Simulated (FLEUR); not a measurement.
Worked example: self-consistent single point of Ga2Pt (Fm-3m, 3 atoms in the cell) in FLEUR.

Computed with FLEUR with PBEsol, all-electron FLAPW (FLEUR), scalar-relativistic valence with spin-orbit coupling in second variation.

```
Ga2Pt
1.0
    0.00000     2.96792     2.96792
    2.96792     0.00000     2.96792
    2.96792     2.96792     0.00000
Ga Pt
2 1
Cartesian
  4.45188   4.45188   4.45188
  1.48396   1.48396   1.48396
  0.00000   0.00000   0.00000
```

Reference input (self-consistent single point, DFT, PBEsol, all-electron FLAPW (FLEUR), scalar-relativistic valence): Kmax = 3.5 1/bohr; GmaxXC = 14 1/bohr; xcFunctional = PBEs; jspins = 1; l_soc = F; mode = gauss; fermiSmearingEnergy = 0.00999582 Htr; mesh (inpgen div1-3) = 8 8 8; inpgen gamma flag = true; Gmax = 14 1/bohr; numbands = 0; maxIterBroyd = 15. This run's input differs from it in these lines:

```diff
@@ -17,2 +17,3 @@
 &kpt div1=8 div2=8 div3=8 gamma=t /
+&soc 0.0 0.0 /
 &end /
@@ -30,5 +31,5 @@
       <magnetism jspins="1"/>
-      <soc l_soc="F" theta="0.0" phi="0.0" spav="F"/>
+      <soc l_soc="T" theta="0.0" phi="0.0" spav="F"/>
       <expertModes spex="0" secvar="F"/>
-      <geometryOptimization l_f="T" forcealpha="1.0" forcemix="BFGS" epsdisp="0.00001" epsforce="0.00001"/>
+      <geometryOptimization l_f="F" forcealpha="1.0" forcemix="BFGS" epsdisp="0.00001" epsforce="0.00001"/>
       <ldaU l_linMix="F" mixParam="0.05" spinf="1.0"/>
```

Log, with long lists cut:

```
 Iteration:     1   Distance:      12.68684728 me/bohr^3
 Iteration:     2   Distance:      11.03148402 me/bohr^3
 Iteration:     3   Distance:       5.24401974 me/bohr^3
 Iteration:     4   Distance:       2.70513944 me/bohr^3
 Iteration:     5   Distance:       1.93584326 me/bohr^3
   [... 6 lines left out ...]
 Iteration:    12   Distance:       0.00671288 me/bohr^3
 Iteration:    13   Distance:       0.00025368 me/bohr^3
 Iteration:    14   Distance:       0.00030335 me/bohr^3
 Iteration:    15   Distance:       0.00000899 me/bohr^3
 Run finished successfully
 Stop message:
   all done

[file out, last iteration]
             iter=     15
[...]
          total density-effective poten   -3.8619773024E+04
          total charge density-energy d   -5.0059195937E+02
 Updated energy parameters for spin:           1
[...]
 fermi energy and band-weighting factors:
   [... 14 lines left out ...]

[...]
FERMIE:
          first approx. to ef    (T=0)  :   0.329513 htr   (energy of the highest occ. eigenvalue)
          number of occ. states  (T=0)  :       3276
          first approx. to seigv (T=0)  : -22.453985 htr
          sum of weights of occ. states :  42.003906
          sum of semicore charge        :   0.000000 e
          fermi energy=   0.33208 har   work function=  -9.03629 ev
          number of valence electrons=  84.00000
   [... lines left out ...]
     k-point=   19
   [... 6 lines left out ...]
     k-point=   20
   [... 6 lines left out ...]
     k-point=   21
   [... 6 lines left out ...]
     k-point=   22
   [... 6 lines left out ...]
     k-point=   23
   [... 6 lines left out ...]
     k-point=   24
   [... 6 lines left out ...]
     k-point=   25
   [... 6 lines left out ...]
     k-point=   26
   [... 6 lines left out ...]
     k-point=   27
      0.000 0.000 0
```

The run converged in 15 iterations. 

The starting cell comes from a database of computed structures (which also holds hypothetical and non-ambient phases and stackings), without a prior relaxation at this level. Values depend on the basis (sphere radii, cutoffs, local orbitals), which need not be converged.

Cost on one core of a shared machine: roughly 90 s.
